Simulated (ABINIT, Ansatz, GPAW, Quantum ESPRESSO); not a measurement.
LaCu₂ (P6/mmm, 3 atoms in the cell) computed with different codes at matched settings

Self-consistent single point.

```
CELL_PARAMETERS angstrom
      4.30029     0.00000     0.00000
     -2.15015     3.72416     0.00000
      0.00000     0.00000     3.85096
ATOMIC_POSITIONS crystal
  La 0.00000 0.00000 0.00000
  Cu 0.33333 0.66667 0.50000
  Cu 0.66667 0.33333 0.50000
```

All programs got the same cell, k-point mesh and kind of occupations (in Ansatz's words: kpoints.mp_grid.grid = 9 9 9; scf.occupations.method = fermi_dirac; scf.occupations.width = 0.05 eV); potentials, basis and cutoffs are each program's usual ones.

| code | model | pressure (GPa) | cutoff |
|---|---|---|---|
| ABINIT | LDA (PW92), PAW (JTH v2.0 LDA PAW) | -5.43 | 30 Ha |
| Quantum ESPRESSO | LDA (PZ), GBRV 1.5 ultrasoft (LDA) pseudopotentials | -5.74 | 50 Ry |
| GPAW | LDA (Perdew-Wang 92), GPAW PAW datasets LDA (gpaw-data 1.0.1) | -5.21 | 850 eV |
| Ansatz | LDA (PW92), default PAW files made with PBE | -5.40 | default |

The spread over the programs that give each value: pressure within 0.53 GPa.

The starting cell comes from a database of computed structures (which also holds hypothetical and non-ambient phases and stackings), without a prior relaxation at this level. On Ansatz's run: Spin polarisation is off. In the base run, with a pressure of about -5 GPa the cell is away from its equilibrium volume at this level.

Problem. Why do the programs differ, and what cannot be compared?

Solution. Differences of this kind can come from the potentials, where these differ, and from what each basis and cutoff leave unconverged. The valence holds different numbers of electrons (ABINIT 49, Quantum ESPRESSO 49, GPAW 33, Ansatz (a quantum-chemistry and plane-wave program) 49). The zero of total energies and Fermi levels follows the potentials and each program's conventions, so they are not compared here. Ansatz's pressure is given at a fixed set of plane waves, as the other plane-wave codes print theirs; with its correction for the finite basis it is -5.36 GPa. The same LDA comes in different parametrisations, which differ slightly.

Left out of this page: Elk and FLEUR (not drawn, or without a comparable value).

Keys are those of Ansatz 0.2.
